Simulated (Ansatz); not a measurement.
The reference is Mo₃Si in the A15 (Cr3Si type) structure (space group Pm-3n, No. 223; a = 4.885 Å). Axes: x, y, z lie along the cube axes.

Method: r2SCAN (Ansatz, a quantum-chemistry and plane-wave program, PAW, no SOC), earlier PAW set.

Before the change:

```
Quantity                        Result
-----------------------------  -------
Pressure                       0.0 GPa
Band gap                          zero
Shortest interatomic distance  2.442 Å
```

Perturbation: biaxial strain −1.67 %, plane normal [001], relaxed out of plane (Cartesian); in-plane vectors clamped, the third vector and the atoms free.

Q: What does the calculation give for the energy relative to the base after the change?

A: The energy rises by 15 meV/atom.

Q: How does this affect the pressure?

A: The pressure (mean of the normal stresses, compression positive) goes from zero to 6.8 GPa.

Q: What happens to the band gap?

A: The band gap remains zero.

Q: How does this affect the shortest interatomic distance?

A: The shortest interatomic distance drops by 0.043 Å, from 2.442 Å to 2.399 Å.

Without a gap, meshes like the base's 10×10×10 leave anisotropic stresses uncertain by several tenths of a GPa, and small strain energies with them. Stability against distortions was not tested. All final runs are without spin polarisation.
